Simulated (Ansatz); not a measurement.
A self-consistent single point of HBr (Cmc2_1, 4 atoms in the cell) with Ansatz (a quantum-chemistry and plane-wave program)

Level of theory: PBEsol, harder PAW files (source: ansatz) made with PBE (plane waves; Ansatz).

Input:

Ansatz 0.2 input:
```yaml
# HBr
crystal:
  lattice:
    - [3.060000, -2.720000, 0.000000]
    - [3.060000, 2.720000, 0.000000]
    - [0.000000, 0.000000, 5.614000]
  atoms:
    - { symbol: H, position: [0.925000, 0.075000, 0.179000] }
    - { symbol: H, position: [0.075000, 0.925000, 0.679000] }
    - { symbol: Br, position: [0.750000, 0.250000, 0.000000] }
    - { symbol: Br, position: [0.250000, 0.750000, 0.500000] }
basis:
  ecutwfc: 58.8 Ry
kpoints:
  mp_grid: { grid: [8, 8, 6] }
hamiltonian:
  xc: pbesol
  pseudopotentials: { kind: paw, source: ansatz }
scf:
  occupations: { method: cold, width: 0.02 Ry }
output:
  forces: true
  eigenvalues: true
  stress: true
```

Log, with long lists cut:

```
WARN ansatz: RAYON_NUM_THREADS=1 ignored (pool sized by the plan → 1); use --threads N
Pseudopotentials: kind: paw
Pseudopotential: H, paw, valence charge 1
Pseudopotential: Br, paw, valence charge 17
Crystal: 4 atoms, lattice volume = 93.453 Å³
Basis set: ecut = 800.0147556320471 eV, 4747 PW (Γ), exchange–correlation on 80×80×108 points (8 copies of the dense FFT grid, shifted against one another)
Bands: 22, of which v1, the nominal top of the filled ones, is band 18 counted from 1 (17 counted from 0)
Symmetry: 4 space group operations
Space group: Cmc21 (ITA 36), of the structure as read, at distance tolerance 4.5e-5 Å
k-points: 84 of 384 (time reversal used)
PAW frozen core: Br, regenerated for the run's functional, and the local potential with it
Initial density: superposition of atomic densities (chi_scale 0.1, normalization cell, long waves kept (reshape's long-wave potential 0.02 eV rms))
Initial wavefunctions: pseudopotential atomic-orbital guess
Eigensolver: davidson
Functional: x = pbesol(κ = 0.804, μ = 0.12345679012345678), c = pbesol(β = 0.046)
SCF iter   1: F=—  HF=-12212.892841 eV  |F-HF|=—  |Δ(HF+E_count)|=         —  Δρ=3.57e-2  dr2=8.94e-1  ethr=3.10e-3  ⟨swp⟩=5.6  Hψ=8495  notcnv=0
all-band conjugate gradients solve this SCF's bands
preconditioner: auto → Resta (q_TF=auto, 2.327 Å⁻¹)
SCF iter   2: F=—  HF=-12212.671852 eV  |F-HF|=—  |Δ(HF+E_count)|=   2.21e-1  S|Δr|=    0.00e0  Δρ=1.76e-2  dr2=1.95e-1  ethr=2.48e-3  ⟨swp⟩=2.9  Hψ=2948  notcnv=0
SCF iter   3: F=—  HF=-12212.629962 eV  |F-HF|=—  |Δ(HF+E_count)|=   4.19e-2  S|Δr|=    0.00e0  Δρ=1.86e-3  dr2=4.17e-3  ethr=5.43e-4  ⟨swp⟩=2.0  Hψ=2344  notcnv=0
SCF iter   4: F=—  HF=-12212.630598 eV  |F-HF|=—  |Δ(HF+E_count)|=   6.36e-4  S|Δr|=    0.00e0  Δρ=7.77e-4  dr2=5.67e-4  ethr=1.16e-5  ⟨swp⟩=2.0  Hψ=3360  notcnv=0
SCF iter   5: F=—  HF=-12212.631233 eV  |F-HF|=—  |Δ(HF+E_count)|=   6.34e-4  S|Δr|=    0.00e0  Δρ=1.92e-4  dr2=4.73e-5  ethr=1.58e-6  ⟨swp⟩=3.0  Hψ=3397  notcnv=0
SCF iter   6: F=—  HF=-12212.631338 eV  |F-HF|=—  |Δ(HF+E_count)|=   1.06e-4  S|Δr|=    0.00e0  Δρ=3.90e-5  dr2=1.70e-6  ethr=1.31e-7  ⟨swp⟩=2.0  Hψ=2516  notcnv=0
SCF iter   7: F=-12212.631347 eV  HF=-12212.631346 eV  |F-HF|=2.46e-7  |Δ(HF+E_count)|=   8.16e-6  S|Δr|=    0.00e0  Δρ=7.18e-6  dr2=7.05e-8  ethr=2.78e-10  ⟨swp⟩=6.4  Hψ=9973  notcnv=0
SCF 1 converged in 7 iterations: F = -12212.631347 eV  dr2 = 7.05e-8
SCF converged after 7 iterations
Stability not checked (fill_not_monotonic)
Free energy (F): -12212.631347 eV
Harris-Foulkes:  -12212.631346 eV  (|F-HF|=2.46e-7)
Internal energy: -12212.631347 eV  (E = F + TS)
E sigma→0 (E₀):  -12212.631347 eV
Fermi energy:    3.383775 eV
Step filling:    the computed levels leave a gap of 4.6160 eV = 17.0 smearing widths
--- Per-component energies (eV) ---
  E_band       = -1236.816582
  E_kinetic    = 436.401108
  E_local      = -6887.698582  (includes V_loc(G=0)·N_el)
  E_nonlocal   = -1585.595409
  E_hartree    = 2615.722393
  E_xc         = -343.999178
  E_vxc        = -302.599121  (∫ρ·V_xc dr)
  E_paw        = -3109.256427  (= ΣΔE_a)
  E_vpaw       = 1871.242669  (= ΣTr[D̂ρ^β])
  E_aug_tail   = -0.000205  (compensation charges beyond the density's cutoff)
  E_ewald      = -3340.291054
  E_core_change = 2.086009  (= ΣΔE_core)
  E_smearing   = 0.000000  (= −TS)
  E_closure    = 0.000000  (closes the sum)
  Σ components = -12212.631347   (vs F -12212.631347, Δ=0.00e0)
--- Forces (eV/Å), atoms counted from 1 ---
  atom   1  H      0.00000000    -1.23377858     1.28581571
  atom   2  H      0.00000000     1.23377858     1.28581571
  atom   3  Br     0.00000000     1.16819189    -1.28584254
  atom   4  Br     0.00000000    -1.16819189    -1.28584254
  max |Σ_I F_I| component: 5.37e-5 eV/Å
--- Stress (GPa, compression-positive) ---
        0.226379       0.000000       0.000000
        0.000000       3.691418       0.000000
        0.000000       0.000000       4.029588
  P = ⅓ Tr σ = 2.6491 GPa (26.491 kbar)
  The stress holds the Pulay correction. Without it, at fixed plane waves, as pw.x and ABINIT print it: P = 2.6460 GPa
--- Band table (eV; the first three rows and the last of 84) ---
  k-point 0: bands = ["-58.6504", "-58.6503", "-58.5716", "-58.5716", "-58.5515", "-58.5514", "-58.3579", "-58.3579", "-58.3576", "-58.3576", "-13.4519", "-12.9036", "-4.0096", "-3.2214", "0.2193", "0.3620", "0.4232", "0.8831", "5.4991", "7.1250", [...]
  k-point 1: bands = ["-58.6504", "-58.6503", "-58.5716", "-58.5716", "-58.5515", "-58.5514", "-58.3579", "-58.3579", "-58.3576", "-58.3576", "-13.4180", "-12.9435", "-3.9402", "-3.2491", "0.1592", "0.3000", "0.3953", "0.8466", "5.8568", "7.3062", [...]
  k-point 2: bands = ["-58.6504", "-58.6503", "-58.5716", "-58.5716", "-58.5515", "-58.5514", "-58.3579", "-58.3579", "-58.3576", "-58.3576", "-13.3234", "-13.0499", "-3.7575", "-3.3480", "0.0370", "0.0814", "0.4875", "0.7480", "6.7410", "7.8173", [...]
  k-point 83: bands = ["-58.6503", "-58.6503", "-58.5716", "-58.5716", "-58.5514", "-58.5514", "-58.3578", "-58.3578", "-58.3576", "-58.3576", "-13.0205", "-13.0205", "-3.6732", "-3.6732", "-0.4767", "-0.4767", "-0.2830", "-0.2830", "7.4816", [...]
```

The run converged in 7 iterations.

The starting cell comes from a database of published, mostly measured structures (it also holds non-ambient and calculated ones), without a prior relaxation at this level. Forces in this geometry exceed 1 eV/Å. Ansatz's pressure includes its estimate of the finite-basis (Pulay) stress.
